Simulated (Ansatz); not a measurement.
Input and output of a relaxation of the atoms for Pt (P-3m1, 2 atoms in the cell) (Ansatz, a program for electronic structure).

Computed with LDA (PW92), default PAW files made with PBE (plane waves; Ansatz).

The change in words: one atom moved by 0.15 angstrom; relax: default → atoms; relax.f_tol: default → 0.02 eV/Å. Reference geometry:
```yaml
crystal:
  lattice:
    - [2.75239, 0.00000, 0.00000]
    - [-1.37619, 2.38364, 0.00000]
    - [0.00000, 0.00000, 4.77775]
  atoms:
    - { symbol: Pt, position: [0.66667, 0.33333, 0.75000] }
    - { symbol: Pt, position: [0.33333, 0.66667, 0.25000] }
```

Reference input (self-consistent single point, DFT, LDA (PW92), plane waves, default PAW files made with PBE): basis.ecutwfc = 30.9 Ry; kpoints.mp_grid.grid = 14 14 7; hamiltonian.xc = lda; hamiltonian.pseudopotentials = {kind: paw} (the program's default PAW files); scf.occupations.method = fermi_dirac; scf.occupations.width = 0.0073 Ry. This run's input differs from it in these lines:

```diff
@@ -7,3 +7,3 @@
   atoms:
-    - { symbol: Pt, position: [0.66666700, 0.33333300, 0.75000000] }
+    - { symbol: Pt, position: [0.66666700, 0.33333300, 0.78139600] }
     - { symbol: Pt, position: [0.33333300, 0.66666700, 0.25000000] }
@@ -22,2 +22,4 @@
     width: 0.0073 Ry
+relax:
+  f_tol: 0.02
 output:
```

The program printed (abridged):

```
   [... SCF lines of the steps left out ...]
relax step   1: F+E_penalty+E_count = -24489.73463940 eV  Δ(F+E_penalty+E_count) = +0.000e0 eV  max|allowed force component| = 1.355e0 eV/Å  Δτ_max = 0.0000 Å  (6 SCF iters, dr2 threshold 1.00e-5 eV, accepted)
relax step   2: F+E_penalty+E_count = -24489.73572860 eV  Δ(F+E_penalty+E_count) = -1.089e-3 eV  max|allowed force component| = 1.347e0 eV/Å  Δτ_max = 0.1496 Å  (6 SCF iters, dr2 threshold 1.00e-4 eV, accepted)
relax step   3: F+E_penalty+E_count = -24489.83456211 eV  Δ(F+E_penalty+E_count) = -9.883e-2 eV  max|allowed force component| = 9.295e-4 eV/Å  Δτ_max = 0.0747 Å  (6 SCF iters, dr2 threshold 1.00e-4 eV, accepted)
relax step   4: F+E_penalty+E_count = -24489.83456211 eV  Δ(F+E_penalty+E_count) = -8.404e-10 eV  max|allowed force component| = 9.367e-4 eV/Å  Δτ_max = 0.0000 Å  (6 SCF iters, accepted)
the relaxation is at rest under the 12 symmetry operations that the run kept from its start: a minimum is not shown …
Stability not checked: this state was not tested for a lower state beside it, because too few of the mixer's solves of this state at the end of the SCF gave a …
Free energy (F): -24489.834562 eV
Internal energy: -24489.722854 eV  (E = F + TS)
E sigma→0 (E₀):  -24489.778708 eV
Entropy (-TS):   -0.111708 eV (-55.854 meV/atom)
Fermi energy:    21.839581 eV
--- Forces (eV/Å), atoms counted from 1 ---
  atom   1  Pt    -0.00000000    -0.00000000    -0.00093669
   [... lines left out ...]
--- Relaxed structure (4 steps of the walk, 4 accepted, 0 SCFs on fresh bases) ---
  F+E_penalty+E_count = -24489.83456211 eV   max|allowed force component| = 9.367e-4 eV/Å
  atoms:
    - { symbol: Pt, position: [0.6666666666666666, 0.3333333333333333, 0.7657092352300408] }
    - { symbol: Pt, position: [0.3333333333333333, 0.6666666666666666, 0.26568676476995917] }
```

The run converged.  The full log also holds: “iter 4 did not close the SCF: its close was put off for the readings that it lacked (scf_convergence_deferred on its scf_iter line)”. The full log also holds: “iter 2 did not close the SCF: its close was put off for the readings that it lacked (scf_convergence_deferred on its scf_iter line)”.

Summary of the result:
- Free energy E − TS (on the zero of these files) = -24489.8346 eV
- Fermi level (on the code's own zero) = 21.84 eV
- Pressure = -13.59 GPa
- Relaxation steps = 4

The starting cell comes from a database of computed structures (which also holds hypothetical and non-ambient phases and stackings), without a prior relaxation at this level. Its lattice was rescaled by up to half a per cent. For this run, on top of that: one atom moved by 0.15 angstrom. Spin polarisation is off. The relaxation keeps the symmetry of its start, so its end need not be a minimum. Ansatz's pressure includes its estimate of the finite-basis (Pulay) stress.

Keys are those of Ansatz 0.2.
